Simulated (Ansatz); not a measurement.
The parent structure is CdS in the wurtzite structure (space group P6_3mc, No. 186; a = 4.123 Å, c = 6.711 Å).

Level of theory: PBEsol/PAW in Ansatz (a program for electronic structure), no spin-orbit coupling.

For the base:

The valence-band top at Γ is 0.00, 0.00, -0.05 eV and the c/a ratio is 1.628. The density comes out as 4.86 g/cm³.

The change: cell and atoms relaxed at a pressure of 9 GPa.

Task: Predict the new valence-band top at Γ.

Result: The valence-band top at Γ (three highest levels, from the VBM) goes from 0.00, 0.00, -0.05 eV to 0.00, 0.00, -0.08 eV.

Task: How does this affect the c/a ratio?

Result: The c/a ratio rises by 0.005 to 1.633.

Task: Estimate the effect on the density.

Result: The density goes up by 0.58 g/cm³, from 4.86 g/cm³ to 5.44 g/cm³.

The levels and masses belong to the bands next to the band gap. Load acts through the strain it causes; cell and atoms are relaxed under it. No phonon test of stability was made. Measured, CdS leaves this structure (for rock salt) near 2.54 GPa (temperature not stated; as listed in Datta, Sujoy, Jana, Debnarayan, arXiv (2020)), on rising pressure, with hysteresis.
